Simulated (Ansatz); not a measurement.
Results of PBEsol (Ansatz, an electronic-structure program, plane waves, PAW) for Ta₂O₅ (Pmmn, No. 59, 14 atoms in the cell; start mp-1539317).

Run with plane-wave cutoff 520 eV, 10×4×10 k mesh (along the axes of the cell as run), Fermi–Dirac smearing 0.01 eV, scalar-relativistic PAW data made under PBE.

Cell (relaxed at this level):

```cif
data_O10Ta4
_chemical_formula_sum 'Ta4 O10'
_space_group_name_H-M_alt 'Pmmn :1'
_space_group_IT_number 59
_space_group_name_Hall 'P 2 2ab -1ab'
_cell_length_a 3.83815
_cell_length_b 12.99305
_cell_length_c 3.86936
_cell_angle_alpha 90.000
_cell_angle_beta 90.000
_cell_angle_gamma 90.000
loop_
_space_group_symop_operation_xyz
  'x, y, z'
  '-x, -y, z'
  'x+1/2, -y+1/2, -z'
  '-x+1/2, y+1/2, -z'
  '-x+1/2, -y+1/2, -z'
  'x+1/2, y+1/2, -z'
  '-x, y, z'
  'x, -y, z'
loop_
_atom_site_label
_atom_site_type_symbol
_atom_site_symmetry_multiplicity
_atom_site_Wyckoff_symbol
_atom_site_fract_x
_atom_site_fract_y
_atom_site_fract_z
_atom_site_occupancy
Ta1 Ta 4 e 0.00000 0.14618 0.02192 1
O1 O 4 e 0.50000 0.18521 0.00201 1
O2 O 4 e 0.00000 0.14932 0.50752 1
O3 O 2 a 0.00000 0.00000 0.00469 1
```

Task: Predict the band gap.

Result: 
- band gap: 2.28 eV (on the SCF k mesh)

Note: the relaxation could not lower the start's symmetry, so the cell can be a saddle point above a distorted one.

Spin–orbit coupling is not included.

The result took very roughly 9 core-minutes.

A start named mp-… is a Materials Project structure, which need not be a measured phase.
